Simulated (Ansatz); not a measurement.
# A self-consistent single point of YTc2 (I4/mmm, 3 atoms in the cell) with Ansatz

Level of theory: PBE (plane waves, PAW; Ansatz, a program for electronic structure).

The input file:

Ansatz 0.2 input:
```yaml
# YTc2
crystal:
  lattice:
    - [-1.908209, 1.908209, 4.670423]
    - [1.908209, -1.908209, 4.670423]
    - [1.908209, 1.908209, -4.670423]
  atoms:
    - { symbol: Y, position: [0.000000, 0.000000, 0.000000] }
    - { symbol: Tc, position: [0.335300, 0.335300, 0.000000] }
    - { symbol: Tc, position: [0.664700, 0.664700, 0.000000] }
basis:
  ecutwfc: 500.0 eV
kpoints:
  mp_grid: { grid: [10, 10, 10] }
hamiltonian:
  xc: pbe
  pseudopotentials: { kind: paw }
scf:
  occupations: { method: methfessel_paxton, width: 0.136 eV }
output:
  forces: true
  eigenvalues: true
  stress: true
```

Output, abridged:

```
WARN ansatz: RAYON_NUM_THREADS=1 ignored (pool sized by the plan → 1); use --threads N
Pseudopotentials: kind: paw
Pseudopotential: Y, paw, valence charge 11
Pseudopotential: Tc, paw, valence charge 15
Crystal: 3 atoms, lattice volume = 68.025 Å³
Basis set: ecut = 500 eV, 1677 PW (Γ), exchange–correlation on 80×80×80 points (8 copies of the dense FFT grid, shifted against one another)
Bands: 25, of which v1, the nominal top of the filled ones, is band 21 counted from 1 (20 counted from 0)
Symmetry: 16 space group operations
Space group: I4/mmm (ITA 139), of the structure as read, at distance tolerance 4.1e-5 Å
k-points: 102 of 1000
Initial density: superposition of atomic densities (chi_scale 0.1, normalization cell, long waves kept (reshape's long-wave potential 0.00 eV rms))
Initial wavefunctions: pseudopotential atomic-orbital guess
Eigensolver: davidson
Functional: x = pbe(κ = 0.804, μ = 0.2195149727645171), c = pbe(β = 0.06672455060314922)
SCF iter   1: F=—  HF=-14642.831700 eV  |F-HF|=—  |Δ(HF+E_count)|=         —  Δρ=5.78e-2  dr2=3.79e0  ethr=3.10e-3  ⟨swp⟩=3.5  Hψ=8682  notcnv=0
all-band conjugate gradients solve this SCF's bands
preconditioner: auto → Kerker (q_TF=auto, 2.508 Å⁻¹)
SCF iter   2: F=—  HF=-14642.328607 eV  |F-HF|=—  |Δ(HF+E_count)|=   5.03e-1  S|Δr|=    0.00e0  Δρ=2.13e-2  dr2=4.80e-1  ethr=3.10e-3  ⟨swp⟩=2.5  Hψ=4714  notcnv=0
SCF iter   3: F=—  HF=-14642.253886 eV  |F-HF|=—  |Δ(HF+E_count)|=   7.47e-2  S|Δr|=    0.00e0  Δρ=4.41e-3  dr2=1.71e-2  ethr=1.17e-3  ⟨swp⟩=2.0  Hψ=3706  notcnv=0
SCF iter   4: F=—  HF=-14642.250806 eV  |F-HF|=—  |Δ(HF+E_count)|=   3.08e-3  S|Δr|=    0.00e0  Δρ=7.67e-4  dr2=5.38e-4  ethr=4.18e-5  ⟨swp⟩=2.0  Hψ=3410  notcnv=0
SCF iter   5: F=—  HF=-14642.250703 eV  |F-HF|=—  |Δ(HF+E_count)|=   1.03e-4  S|Δr|=    0.00e0  Δρ=2.62e-4  dr2=3.95e-5  ethr=1.31e-6  ⟨swp⟩=2.1  Hψ=3466  notcnv=0
SCF iter   6: F=—  HF=-14642.250697 eV  |F-HF|=—  |Δ(HF+E_count)|=   5.11e-6  S|Δr|=    0.00e0  Δρ=4.97e-5  dr2=9.28e-7  ethr=9.62e-8  ⟨swp⟩=2.2  Hψ=3603  notcnv=0
SCF iter   7: F=-14642.250698 eV  HF=-14642.250698 eV  |F-HF|=9.38e-9  |Δ(HF+E_count)|=   2.06e-7  S|Δr|=    0.00e0  Δρ=1.22e-5  dr2=6.96e-8  ethr=2.44e-10  ⟨swp⟩=5.1  Hψ=10817  notcnv=0
SCF 1 converged in 7 iterations: F = -14642.250698 eV  dr2 = 6.96e-8
SCF converged after 7 iterations
Stability not checked (fill_not_monotonic)
Free energy (F): -14642.250698 eV
Harris-Foulkes:  -14642.250698 eV  (|F-HF|=9.38e-9)
Internal energy: -14642.250498 eV  (E = F + TS)
E sigma→0 (E₀):  -14642.250648 eV
Entropy (-TS):   -0.000200 eV (-0.067 meV/atom)
Fermi energy:    13.145823 eV
--- Per-component energies (eV) ---
  E_band       = -430.825657
  E_kinetic    = 1541.784959
  E_local      = -3733.338065  (includes V_loc(G=0)·N_el)
  E_nonlocal   = 621.332352
  E_hartree    = 1105.951200
  E_xc         = -645.246716
  E_vxc        = -779.291121  (∫ρ·V_xc dr)
  E_paw        = -9381.663038  (= ΣΔE_a)
  E_vpaw       = -293.221362  (= ΣTr[D̂ρ^β])
  E_aug_tail   = -0.000053  (compensation charges beyond the density's cutoff)
  E_ewald      = -4151.071137
  E_smearing   = -0.000200  (= −TS)
  E_closure    = -0.000000  (closes the sum)
  Σ components = -14642.250698   (vs F -14642.250698, Δ=0.00e0)
--- Forces (eV/Å), atoms counted from 1 ---
  atom   1  Y     -0.00000000     0.00000000     0.00000000
  atom   2  Tc     0.00000000     0.00000000    -0.85972895
  atom   3  Tc     0.00000000     0.00000000     0.85972895
  max |Σ_I F_I| component: 4.44e-16 eV/Å
--- Stress (GPa, compression-positive) ---
      -21.692119      -0.000000      -0.000000
       -0.000000     -21.692119       0.000000
       -0.000000       0.000000     -15.654546
  P = ⅓ Tr σ = -19.6796 GPa (-196.796 kbar)
  The stress holds the Pulay correction. Without it, at fixed plane waves, as pw.x and ABINIT print it: P = -19.6835 GPa
--- Band table (eV; the first three rows and the last of 102) ---
  k-point 0: bands = ["-53.3329", "-53.3009", "-28.6144", "-25.4038", "-25.4038", "-25.3695", "-25.3140", "-25.3140", "-25.2109", "-8.6876", "-8.5690", "-8.5690", "7.8417", "10.9659", "11.6238", "11.6350", "11.7439", "11.7909", "12.6883", "12.6883", [...]
  k-point 1: bands = ["-53.3316", "-53.3019", "-28.6129", "-25.4067", "-25.3973", "-25.3776", "-25.3145", "-25.3141", "-25.2104", "-8.6835", "-8.5868", "-8.5845", "8.1149", "11.0196", "11.5877", "11.5902", "11.6397", "11.8615", "12.5183", "12.5422", [...]
  k-point 2: bands = ["-53.3283", "-53.3046", "-28.6085", "-25.4144", "-25.3953", "-25.3786", "-25.3204", "-25.3144", "-25.2111", "-8.6741", "-8.6300", "-8.6247", "8.8325", "11.1872", "11.2286", "11.5024", "11.5912", "12.0847", "12.2680", "12.2841", [...]
  k-point 101: bands = ["-53.3250", "-53.3088", "-28.6191", "-25.4143", "-25.4143", "-25.3034", "-25.3034", "-25.3029", "-25.2701", "-8.7038", "-8.5660", "-8.5660", "9.7347", "10.0105", "10.1767", "10.3940", "12.0214", "12.0214", "12.2001", [...]
```

The run converged in 7 iterations.

The starting cell was generated: these elements placed on a structure prototype, without a prior relaxation; it need not be a known phase or ordering of this composition. Its lattice was rescaled by a random factor within 2.5 % of one. Spin polarisation is off. With a pressure of about -20 GPa the cell is away from its equilibrium volume at this level. Ansatz's pressure includes its estimate of the finite-basis (Pulay) stress.
